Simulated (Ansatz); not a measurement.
The starting structures come from a database of crystals and need not be the phases stable at ambient conditions.

The decay constant κ of evanescent states in the gap governs leakage through a thin film.

Consider the following.

```
Cu3VTe4
1.0
    8.33709     0.00000     0.00000
   -4.16854     7.22013     0.00000
    4.16854     2.40671     3.40360
V Cu Te
1 3 4
Direct
  0.00000   0.00000   0.00000
  0.00000   0.00000   0.50000
  0.50000   0.00000   0.50000
  0.50000   0.50000   0.50000
  0.50190   0.25095   0.74905
  0.00000   0.74905   0.74905
  0.49810   0.74905   0.75285
  0.00000   0.25095   0.74905
```

Space group of this cell: P-43m. The cell is taken as given; by PBEsol its mean pressure is -1.7 GPa.

Transport runs along the normal of the first two printed cell vectors, the (111) plane of the conventional cell.

No gap correction and no spin-orbit coupling; mid-gap values are interpolated between computed energies.

Q: Give the band gap and the smallest decay constant κ at mid-gap that PBEsol in Ansatz (a program for electronic structure) yields.

A: Gap 0.56 eV on a 10×10×10 mesh; κ = 0.144 1/Å, at the zone centre.
